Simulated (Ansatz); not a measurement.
# OsSb2: holes 1.0×10^22 cm⁻³

The reference is OsSb2 (space group Pnnm, No. 58; a = 5.955 Å, b = 6.688 Å, c = 3.205 Å).

Perturbation: 1.28 holes added to each cell, a density of 1.0×10^22 cm⁻³, with a uniform compensating background at fixed cell and a 300 K Fermi–Dirac width.

Level of theory: PBEsol/PAW in Ansatz (a quantum-chemistry and plane-wave program), no spin-orbit coupling. k-mesh 8×7×15 (Γ-centred); smearing 0.0259 eV (Fermi–Dirac).

The gap between the host's bands falls by 0.12 eV to 0.21 eV and the gap character is still indirect, R → k = (0, 0, 0.267) in the run's primitive reciprocal basis. The largest internal atomic displacement is 0.031 Å and the Fermi level relative to the doped band's edge (positive inside the band; to 0.05 eV) is +0.55 eV.

Final structure:

```yaml
crystal:
  lattice:
    - [5.95457, 0.00000, 0.00000]
    - [0.00000, 6.68810, 0.00000]
    - [0.00000, 0.00000, 3.20450]
  atoms:
    - { symbol: Sb, position: [0.31364, 0.85724, 0.50000] }
    - { symbol: Sb, position: [0.68636, 0.14276, 0.50000] }
    - { symbol: Sb, position: [0.81364, 0.64276, 0.00000] }
    - { symbol: Sb, position: [0.18636, 0.35724, 0.00000] }
    - { symbol: Os, position: [0.50000, 0.50000, 0.50000] }
    - { symbol: Os, position: [0.00000, 0.00000, 0.00000] }
```
Cell charge +1.27618.

Carriers are added with a uniform compensating background; total energy and stress of such cells depend on the potential's zero and are not compared; many-body gap narrowing is missing at this level. Spin-orbit coupling, missing from the scalar runs, can matter with Os and Sb. Whether these cells are dynamically stable was not tested.
